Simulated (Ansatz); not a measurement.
# How the polycrystal shear modulus of rock-salt ZrN moves with the method

No measured value is used here.

```
level (code)         value (GPa)  cell (Å³/atom)
-------------------  -----------  --------------
LDA (Ansatz)                 167           11.58
PBE (Ansatz)                 149           12.13
PBEsol (Ansatz)              160           11.79
PBE-D3(BJ) (Ansatz)          ___           11.84
HSE06 (Ansatz)               174           11.86
```

Question: What belongs in the gaps?

Answer: 
- PBE-D3(BJ) (Ansatz, a quantum-chemistry and plane-wave program), value (GPa): 158

PBE-D3(BJ): the dispersion coefficients are held fixed in the derivatives. HSE06: hybrids on metals are sensitive to the k mesh. Each level is taken at its own relaxed cell. K meshes differ between the levels. Ansatz's density-functional and Hartree–Fock values are scalar-relativistic unless marked +SOC, with PAW data made under PBE.
